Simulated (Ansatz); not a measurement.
rock-salt ZrN (1 1 1) on wurtzite ZnO (0 0 1) (film strained to the substrate, started from cuts of the bulks and a machine-learned relaxation; slabs Zn6O6 and N4Zr4, which can lie off the formulas)

A periodic stack without vacuum, rock-salt ZrN (1 1 1) on wurtzite ZnO (0 0 1) (film strained to the substrate, started from cuts of the bulks and a machine-learned relaxation; slabs Zn6O6 and N4Zr4, which can lie off the formulas): substrate slab Zn6O6, film N4Zr4, surface cells [[-1, -1], [0, -1]] and [[1, 0], [0, 1]], film strained by +0.9 and +0.9 %, outermost planes O/Zn and N/Zr as cut, which need not be the usual terminations and can put a slab off its formula.

The start was prepared with a machine-learned potential, and the result is one local minimum, with the in-plane cell held and forces under 0.04 eV/Å; the film can end far from its bulk form.

These are PBE (plane waves to 420 eV, PAW; Ansatz, a quantum-chemistry and plane-wave program) values and carry that method's errors. Spin–orbit coupling is left out; the runs are not spin-polarised; PBE gaps are too small against experiment. Its k-point mesh 11×11×1, Fermi–Dirac width 0.05 eV.

- interface area = 9.3 Å²
- period = 27.06 Å
- heights between the nearest atoms of the two slabs at the two interfaces = 2.03 and 2.09 Å
- Zn–Zr contacts across the interfaces within 1.22 times the sum of covalent radii = 6, mean 3.44 Å
- O–Zr contacts across the interfaces within 1.22 times the sum of covalent radii = 1, mean 2.09 Å
- N–Zn contacts across the interfaces within 1.22 times the sum of covalent radii = 1, mean 2.03 Å

```xyz
20
Lattice="3.2795 0.0000 0.0000 1.6397 2.8399 -0.1238 1.6393 0.2287 27.0736" Properties=species:S:1:pos:R:3 pbc="T T T"
Zn     1.6624     0.1805     1.6628
Zn     3.3006     1.2545     4.2798
O      1.6608     0.2758     3.6137
O      3.3019     1.0987     0.9457
Zn     1.6597     0.4281     6.9722
Zn     3.2996     1.4873     9.5798
O      1.6599     0.5103     8.9594
O      3.2995     1.3451     6.2515
Zn     1.6604     0.6478    12.2666
Zn     3.3011     1.7032    14.8928
O      1.6615     0.7261    14.2643
O      3.3002     1.5666    11.5745
N      3.3024     1.7825    16.9202
N      4.9422     2.8335    19.2718
N      1.6627     1.0547    21.9810
N      3.3024     2.1164    24.5646
Zr     1.6627     0.8755    17.9030
Zr     3.3025     1.9449    20.6436
Zr     4.9422     3.0065    23.2359
Zr     4.9419     1.2292    25.9280
```
